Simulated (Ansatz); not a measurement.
As: x(Sb) = 0.375, 8 atoms, Pm

Take As in the A7 type structure (space group R-3m, No. 166; a = 3.7611 Å, c = 10.7335 Å (hexagonal axes); layered) as the base.

The other end (x = 1) is Sb (space group R-3m, No. 166; layered): 30.67 Å³/atom, gap zero.

One thing is altered: Sb replaces 37.5 % of the As, ordered in a cell of 8 atoms (starting symmetry Pm) and fully relaxed.

Method: r2SCAN+rVV10 (Ansatz, an electronic-structure program; PAW; 500 eV plane waves; no SOC). Γ-centred 7×12×7 mesh, Fermi–Dirac width 0.05 eV, for the changed cell.

- Volume per atom = 24.97 Å³ (base 21.91 Å³)
- Density = 6.15 g/cm³ (base 5.68 g/cm³)
- Shortest interatomic distance = 4.778 bohr (base 4.757 bohr)
- Band gap = zero (base zero)
- Mixing energy = +0.01 eV/atom (to 0.01 eV only: unlike meshes or grids)
- Deviation of the volume from the linear (Vegard-type) interpolation = -0.9 %

Final structure:

```
Sb3As5
1.0
    6.89468     0.00000     0.00000
    0.00000     3.98363     0.00000
   -2.30727     0.00000     7.27448
Sb As
3 5
Cartesian
 -0.00723   0.00000   2.55471
  2.29421   0.00000   6.17088
 -1.16155   1.99182   6.13907
  3.45530   1.99182   2.40256
  2.37642   0.00000   1.18133
  4.58278   0.00000   4.72695
  1.14758   1.99182   4.75329
  5.66215   1.99182   1.16913
```

Each cell is one ordered arrangement of few atoms, which overstates ordering effects compared with a random alloy. Spin-orbit coupling, missing from the scalar runs, can matter with Sb. No phonon test of stability was made. The final runs are not spin-polarised. The zero or small gap of Sb3As5 can change with the level of theory.
